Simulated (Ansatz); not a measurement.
## Ansatz run on Sr (P-3m1, 2 atoms in the cell): self-consistent single point

Computed with LDA (PW92), default PAW files made with PBE (plane waves; Ansatz, a quantum-chemistry and plane-wave program).

Input:

Ansatz 0.2 input:
```yaml
crystal:
  lattice:
    - [4.288296, 0.000000, 0.000000]
    - [-2.144148, 3.713773, 0.000000]
    - [0.000000, 0.000000, 7.023426]
  atoms:
    - { symbol: Sr, position: [0.333333, 0.666667, 0.257119] }
    - { symbol: Sr, position: [0.666667, 0.333333, 0.750000] }
basis:
  ecutwfc: 420.0
kpoints:
  mp_grid: { grid: [9, 9, 5] }
hamiltonian:
  xc: lda
  pseudopotentials: { kind: paw }
scf:
  occupations: { method: gaussian, width: 0.1 }
output:
  forces: true
  eigenvalues: true
  stress: true
```

The program printed (abridged):

```
WARN the atoms were moved onto the symmetric positions of the space group found under crystal.symmetry.tolerance 1.0e-5 (fractional …
WARN ansatz: RAYON_NUM_THREADS=1 ignored (pool sized by the plan → 1); use --threads N
Pseudopotentials: kind: paw
Pseudopotential: Sr, paw, valence charge 10
Crystal: 2 atoms, lattice volume = 111.853 Å³
Basis set: ecut = 420 eV, 2177 PW (Γ)
Bands: 14, of which v1, the nominal top of the filled ones, is band 10 counted from 1 (9 counted from 0)
Symmetry: 12 space group operations
Space group: P-3m1 (ITA 164), of the structure as read, at distance tolerance 4.8e-5 Å
k-points: 50 of 405
PAW frozen core: Sr, regenerated for the run's functional, and the local potential with it
Initial density: superposition of atomic densities (neutral atoms: chi_scale 0, normalization atom), corrected by the library's trained network
Initial wavefunctions: pseudopotential atomic-orbital guess
Eigensolver: davidson
Functional: x = slater, c = lda
SCF iter   1: F=—  HF=-6888.552612 eV  |F-HF|=—  |Δ(HF+E_count)|=         —  Δρ=3.54e-3  dr2=8.20e-3  ethr=1.77e-3  ⟨swp⟩=8.8  Hψ=5247  notcnv=0
all-band conjugate gradients solve this SCF's bands
preconditioner: auto → Kerker (q_TF=auto, 2.048 Å⁻¹)
SCF iter   2: F=—  HF=-6888.551950 eV  |F-HF|=—  |Δ(HF+E_count)|=   6.62e-4  Δρ=1.89e-3  dr2=3.62e-3  ethr=4.10e-5  ⟨swp⟩=2.2  Hψ=1425  notcnv=0
SCF iter   3: F=—  HF=-6888.551702 eV  |F-HF|=—  |Δ(HF+E_count)|=   2.48e-4  Δρ=3.38e-4  dr2=2.30e-4  ethr=1.81e-5  ⟨swp⟩=1.4  Hψ=844  notcnv=0
SCF iter   4: F=—  HF=-6888.551672 eV  |F-HF|=—  |Δ(HF+E_count)|=   3.01e-5  Δρ=9.75e-5  dr2=1.25e-5  ethr=1.15e-6  ⟨swp⟩=2.3  Hψ=1188  notcnv=0
SCF iter   5: F=—  HF=-6888.551670 eV  |F-HF|=—  |Δ(HF+E_count)|=   1.79e-6  Δρ=4.71e-5  dr2=2.04e-6  ethr=6.23e-8  ⟨swp⟩=1.0  Hψ=708  notcnv=0
SCF iter   6: F=-6888.551670 eV  HF=-6888.551670 eV  |F-HF|=7.91e-9  |Δ(HF+E_count)|=   3.16e-7  Δρ=5.15e-6  dr2=3.61e-8  ethr=5.00e-10  ⟨swp⟩=5.5  Hψ=4445  notcnv=0
SCF 1 converged in 6 iterations: F = -6888.551670 eV  dr2 = 3.61e-8
SCF converged after 6 iterations
Free energy (F): -6888.551670 eV
Harris-Foulkes:  -6888.551670 eV  (|F-HF|=7.91e-9)
Internal energy: -6888.538216 eV  (E = F + TS)
E sigma→0 (E₀):  -6888.544943 eV
Entropy (-TS):   -0.013454 eV (-6.727 meV/atom)
Fermi energy:    4.772749 eV
--- Per-component energies (eV) ---
  E_band       = -278.811770
  E_kinetic    = 482.487472
  E_local      = -1560.574332  (includes V_loc(G=0)·N_el)
  E_nonlocal   = 414.178736
  E_hartree    = 394.429328
  E_xc         = -337.953803
  E_vxc        = -316.800664  (∫ρ·V_xc dr)
  E_paw        = -5194.364660  (= ΣΔE_a)
  E_vpaw       = -86.961951  (= ΣTr[D̂ρ^β])
  E_aug_tail   = -0.000003  (compensation charges beyond the density's cutoff)
  E_ewald      = -1087.329225
  E_core_change = 0.588271  (= ΣΔE_core)
  E_smearing   = -0.013454  (= −TS)
  E_closure    = 0.000000  (closes the sum)
  Σ components = -6888.551670   (vs F -6888.551670, Δ=0.00e0)
--- Forces (eV/Å), atoms counted from 1 ---
  atom   1  Sr     0.00000000    -0.00000000    -0.05072656
  atom   2  Sr     0.00000000     0.00000000     0.05072656
  max |Σ_I F_I| component: 1.85e-17 eV/Å
--- Stress (GPa, compression-positive) ---
       -1.408111      -0.000000       0.000000
       -0.000000      -1.408111      -0.000000
        0.000000      -0.000000      -1.438581
  P = ⅓ Tr σ = -1.4183 GPa (-14.183 kbar)
  The stress holds the Pulay correction. Without it, at fixed plane waves, as pw.x and ABINIT print it: P = -1.4200 GPa
--- Band table (eV; the first three rows and the last of 50) ---
  k-point 0: bands = ["-31.8113", "-31.7983", "-13.9104", "-13.7468", "-13.7468", "-13.7220", "-13.7208", "-13.7208", "1.1040", "3.5694", "4.8348", "6.9410", "6.9586", "6.9586"]
  k-point 1: bands = ["-31.8101", "-31.7995", "-13.8931", "-13.7443", "-13.7443", "-13.7404", "-13.7232", "-13.7232", "1.2624", "3.1428", "5.1425", "6.7435", "6.9129", "6.9129"]
  k-point 2: bands = ["-31.8070", "-31.8026", "-13.8476", "-13.7874", "-13.7381", "-13.7381", "-13.7295", "-13.7295", "1.7150", "2.3934", "5.6749", "6.2627", "6.9064", "6.9064"]
  k-point 49: bands = ["-31.7948", "-31.7948", "-13.8700", "-13.8700", "-13.8439", "-13.8257", "-13.7598", "-13.7598", "4.8225", "4.8323", "4.8323", "4.9679", "5.3214", "5.3214"]
```

The run converged in 6 iterations.

The starting cell comes from a database of computed structures (which also holds hypothetical and non-ambient phases and stackings), without a prior relaxation at this level. Its lattice was rescaled by up to half a per cent. One atom was moved a little off its site on purpose. Ansatz's pressure includes its estimate of the finite-basis (Pulay) stress.
